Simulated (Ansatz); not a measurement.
The starting structures come from a database of crystals and need not be the phases stable at ambient conditions.

**Evanescent states of InP (P6_3mc, wurtzite, 4 atoms a cell, 25.7 Å³ an atom) along the normal of (110)**

Computed with r2SCAN (plane waves, PAW; Ansatz, a quantum-chemistry and plane-wave program).

The gap is the functional's own. No spin-orbit coupling. Mid-gap values are those at the computed energy nearest the middle.

Energies count from the valence-band top; κ is the least over a 6×4 mesh across the current.

| E (eV) | κ (1/Å) | where |
|---|---|---|
| 0.04 | 0.026 | Γ |
| 0.10 | 0.044 | Γ |
| 0.17 | 0.054 | Γ |
| 0.24 | 0.062 | Γ |
| 0.32 | [?] | Γ |
| 0.39 | [?] | Γ |
| 0.46 | [?] | Γ |
| 0.53 | [?] | Γ |
| 0.59 | [?] | Γ |
| 0.67 | [?] | Γ |
| 0.73 | [?] | Γ |
| 0.81 | [?] | Γ |
| 0.88 | 0.063 | Γ |
| 0.94 | 0.055 | Γ |
| 1.01 | 0.043 | Γ |
| 1.08 | 0.022 | Γ |

Q: Complete the blanks.

A: 
- 0.32, κ (1/Å): 0.068
- 0.39, κ (1/Å): 0.071
- 0.46, κ (1/Å): 0.074
- 0.53, κ (1/Å): 0.075
- 0.59, κ (1/Å): 0.076
- 0.67, κ (1/Å): 0.074
- 0.73, κ (1/Å): 0.072
- 0.81, κ (1/Å): 0.068
